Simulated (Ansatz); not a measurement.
Take SnTe in the rock salt structure (space group Fm-3m, No. 225; a = 6.3697 Å) as the base.

Level of theory: r2SCAN (Ansatz, an electronic-structure program), no spin-orbit coupling.

Carriers are added at fixed cell with a uniform background; the Fermi–Dirac width is that of 300 K.

One change was made to it. Results:

The Fermi level relative to the doped band's edge (positive inside the band; to 0.05 eV) amounts to +0.25 eV; the gap character stays direct at L.

What was done to the base?
A) electrons 1.0×10^21 cm⁻³
B) holes 3.0×10^21 cm⁻³
C) holes 1.0×10^21 cm⁻³

A, electrons 1.0×10^21 cm⁻³. For comparison, the Fermi level from band edge in the other runs: holes 1.0×10^21 cm⁻³ gives +0.60 eV; holes 3.0×10^21 cm⁻³ gives +0.80 eV.

Charged cell with a jellium background: band edges are those of the host's band count, energies are not comparable with the neutral cell, and many-body gap narrowing is missing. With Te present, leaving out spin-orbit coupling can change the band edges. Stability against distortions was not tested. A zero or small gap of SnTe can be the functional's error rather than a property of the material.
